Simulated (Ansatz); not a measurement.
Given:

```xyz
2
Lattice="0.0000 2.4489 2.4489 2.4489 0.0000 2.4489 2.4489 2.4489 0.0000" Properties=species:S:1:pos:R:3 pbc="T T T"
B      0.0000     0.0000     0.0000
As     1.2245     1.2245     1.2245
```

Method: r2SCAN with spin-orbit coupling, rigid bands (plane waves, PAW; Ansatz, a first-principles code). Condition of this run: hydrostatic pressure of -9.6 GPa (compression positive) (the target of the relaxation). Cell: cell and atoms relaxed with PBEsol, then loaded as said.

Predict the hole conductivity mass (n e² τ/σ) at 300 K, by direction if it differs.

0.33 mₑ.

What conductivity effective mass do dilute electrons have at 300 K?

0.30 mₑ.

And the band gap?

1.38 eV at this level; semilocal functionals usually fall short of the measured gap.

Rigid bands, one relaxation time for all states, no polarons. Geometry: cell and atoms relaxed with PBEsol.
